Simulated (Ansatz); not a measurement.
## BaTiO3, pressure series

Base system: BaTiO3 (space group P4mm, No. 99).

```xyz
5
Lattice="3.9851 0.0000 0.0000 0.0000 3.9851 0.0000 0.0000 0.0000 4.2043" Properties=species:S:1:pos:R:3 pbc="T T T"
Ti     1.9926     1.9926     1.9250
Ba     0.0000     0.0000     3.9548
O      1.9926     1.9926     3.7365
O      1.9926     0.0000     1.7211
O      0.0000     1.9926     1.7211
```

Cell and atoms are relaxed at each pressure.

The values are results of PBE (Ansatz, an electronic-structure program, PAW, scalar-relativistic without spin-orbit coupling), earlier PAW set, not measurements.

Notes on the quantities. enthalpy: H = E + PV relative to the base's energy.

```csv
change,shortest interatomic distance,density,band gap,enthalpy
base,1.811 Å,5.80 g/cm³,1.85 eV,–
pressure −1 GPa,1.804 Å,5.73 g/cm³,1.84 eV,-0.08 eV/atom
pressure 3 GPa,1.831 Å,5.97 g/cm³,1.87 eV,+0.25 eV/atom
pressure 7 GPa,1.856 Å,6.16 g/cm³,1.90 eV,+0.56 eV/atom
pressure 15 GPa,1.928 Å,6.44 g/cm³,1.96 eV,+1.18 eV/atom
pressure 30 GPa,1.921 Å,6.83 g/cm³,2.01 eV,+2.27 eV/atom
pressure 50 GPa,1.882 Å,7.26 g/cm³,2.02 eV,+3.64 eV/atom
pressure 75 GPa,1.844 Å,7.72 g/cm³,2.00 eV,+5.25 eV/atom
pressure 100 GPa,1.813 Å,8.12 g/cm³,1.95 eV,+6.78 eV/atom
```

Load acts through the strain it causes; cell and atoms are relaxed under it. No phonon test of stability was made. No other phases were tried under pressure. All final runs are without spin polarisation.
